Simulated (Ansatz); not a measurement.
Sc (P6₂22, No. 180, 6 atoms in the cell; start mp-601273; another form than the element's usual one), treated with LDA (Ansatz, a first-principles code, PAW).

Numerical settings: plane-wave cutoff 520 eV, 18×18×4 k mesh (along the axes of the cell as run), Fermi–Dirac smearing 0.05 eV, scalar-relativistic PAW data made under PBE.

Cell (relaxed at this level):

```cif
data_Sc3
_chemical_formula_sum 'Sc3'
_space_group_name_H-M_alt 'P6222'
_space_group_IT_number 180
_space_group_name_Hall 'P 62 2 (0 0 4)'
_cell_length_a 3.14537
_cell_length_b 3.14537
_cell_length_c 7.86209
_cell_angle_alpha 90.000
_cell_angle_beta 90.000
_cell_angle_gamma 120.000
loop_
_atom_site_label
_atom_site_type_symbol
_atom_site_symmetry_multiplicity
_atom_site_Wyckoff_symbol
_atom_site_fract_x
_atom_site_fract_y
_atom_site_fract_z
_atom_site_occupancy
Sc1 Sc 3 c 0.50000 0.00000 0.00000 1
```
(The calculation used a cell of 6 atoms; values per cell refer to that cell.)

Q: What does this level give for the bulk modulus?

A: 
* **bulk modulus**: 56.4 GPa

The run finds no gap.

Note: the bulk modulus is −V dP/dV from two relaxed cells at ±2 % in volume; the relaxation could not lower the start's symmetry, so the cell can be a saddle point above a distorted one.

Computed values are for the static lattice.

It cost around 5 core-minutes (rough) of CPU time.

A start named mp-… is a Materials Project structure, which need not be a measured phase.
